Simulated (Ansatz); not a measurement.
## The (331) surface of diamond, F on every dangling bond (bottom of the slab: built like the top, H on every dangling bond, free)

Method: PBE (plane waves to 420 eV, PAW; Ansatz, a first-principles code).

Model: 56-atom slab, 10.7 Å thick at the start with caps and adatoms (thin: gaps and levels are the slab's own), 5x4x1 mesh, Fermi-Dirac 0.025 eV, dipole correction, 12 atoms held, the rest relaxed; held to the start's symmetry, so lower structures may exist; no spin, no spin-orbit, no U. It is one candidate, not shown to be the stable structure of the face.

```json
{
  "gap_of_the_slab_on_its_k_mesh": "2.22 eV",
  "highest_filled_level_below_the_top_vacuum_level": "8.08 eV",
  "energy_released_by_relaxation": "7.02 eV",
  "cost": "very roughly 6 core-minutes"
}
```
